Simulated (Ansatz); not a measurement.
# Al: energy against volume

Al (fcc, Fm-3m, 15.807 Å³/atom and stress up to 0.01 GPa in the relaxed cell, cube axes along x, y and z) under an equal strain ε along all three axes. LDA in Ansatz, a plane-wave DFT program (PAW, default set), 420 eV, 28×28×28 Γ-centred mesh, Fermi-Dirac smearing 0.10 eV.

Here V stands for volume and E for E less E0.

```
volume (Å³/atom)  E less E0 (meV/atom)  pressure (GPa)
----------------  --------------------  --------------
14.4268                              ?               ?
14.8776                          15.66            5.83
15.1065                           8.59            4.21
15.3377                           3.70            2.70
15.5713                           0.87            1.30
15.8072                           0.00            0.00
16.0455                           0.99           -1.21
16.2862                           3.75           -2.33
16.5293                           8.16           -3.37
16.7748                          14.16           -4.33
```

Taking the third-order Birch-Murnaghan form, a cubic in V^(-2/3) for E over the 9 complete rows: With u = V^(-2/3) - 0.159, the rows have u = 0.006315, 0.004640, 0.002992, 0.001368, -0.000232, -0.001808, -0.003360, -0.004890, -0.006397. Least squares gives E = 0.012 + 122.2·u + 368997·u² + 647132·u³. Residuals (row less fit): -0.002, 0.002, 0.002, -0.001, -0.004, -0.003, 0.007, -0.002, -0.001; standard error 0.004 (degrees of freedom: 5). Its minimum lies at u = -0.000166, so V0 = (0.158834)^(-3/2) = 15.80. There d²E/du² = 737400 and d³E/du³ = 3883000, so B0 = (4/9) × 15.80^(-7/3) × 737400 × 0.160218 = 83.9 GPa (the last factor turns the table's units into GPa), and B0' = 4 + (2/3) × 0.158834 × (3883000)/737400 = 4.6. B0' rests on the cubic coefficient alone and has a standard error of 0.1 from these residuals.

Task: Estimate the missing E (V = 14.4268); what did the run itself give?

Result: u = 0.009741, so E = 0.012 + 122.2 × 0.009741 + 368997 × 0.009741² + 647132 × 0.009741³ = 36.814 meV/atom. The calculation gives 36.80 meV/atom, 0.014 meV/atom below the prediction (0.0 % of the range of E in the table). The row lies outside the fitted rows, so this is an extrapolation. The scatter of the fitted rows lies at the last printed digit.

In a metal these values are sensitive to mesh and smearing; energies are taken to zero smearing, stresses follow the free energy. Other structures, which can take over under pressure, weren't tried. The same form fitted to the pressure column gives B0' = 4.6; series where the two differ by over 0.4 aren't shown. Rows are the converged runs of the series near zero and its far end, less any whose ions stayed unrelaxed beside relaxed ones; series whose fitted rows scatter by over a few per cent of the range, as at a crossing or softening among them, aren't shown in this form.
